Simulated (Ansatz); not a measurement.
**ZnS (F-43m): band-edge transport data**

```yaml
crystal:
  lattice:
    - [0.00000, 2.67828, 2.67828]
    - [2.67828, 0.00000, 2.67828]
    - [2.67828, 2.67828, 0.00000]
  atoms:
    - { symbol: Zn, position: [0.00000, 0.00000, 0.00000] }
    - { symbol: S, position: [0.25000, 0.25000, 0.25000] }
```

Level of theory: PBEsol, rigid bands (plane waves, PAW, scalar-relativistic; Ansatz, a first-principles code). How the cell was made: cell and atoms relaxed with PBEsol.

```
Item                                                                                                                                                            Value
---------------------------------------------------------------------------------------------------------------------------------------  ----------------------------
band gap                                                                                                                                                      2.08 eV
electron conductivity mass (300 K, dilute)                                                                                                                   0.179 mₑ
hole conductivity mass (300 K, dilute)                                                                                                                        0.74 mₑ
effective density of states N_c (300 K)                                                                                                                   1.8e18 cm⁻³
effective density of states N_v (300 K)                                                                                                                   8.0e19 cm⁻³
density-of-states mass, electrons                                                                                                                            0.175 mₑ
density-of-states mass, holes                                                                                                                                  2.2 mₑ
Seebeck coefficient, n-type 1e19 cm⁻³, 300 K                                                                                                                -104 μV/K
Seebeck coefficient, p-type 1e19 cm⁻³, 300 K                                                                                                                 394 μV/K
best p-type power factor at 300 K for τ = 10 fs (best axis; densities from 1e16 to 1e21 cm⁻³ tried, whether or not they can be reached)  17.7 μW/(cm·K²) at 3e20 cm⁻³
```

Rigid bands; masses and Seebeck coefficients take one relaxation time τ for all states and one kind of carrier; polarons and phonon drag are left out. Spin-orbit coupling is left out; where it splits the top of the valence band, N_v and the p-type Seebeck coefficient come out somewhat high without it.
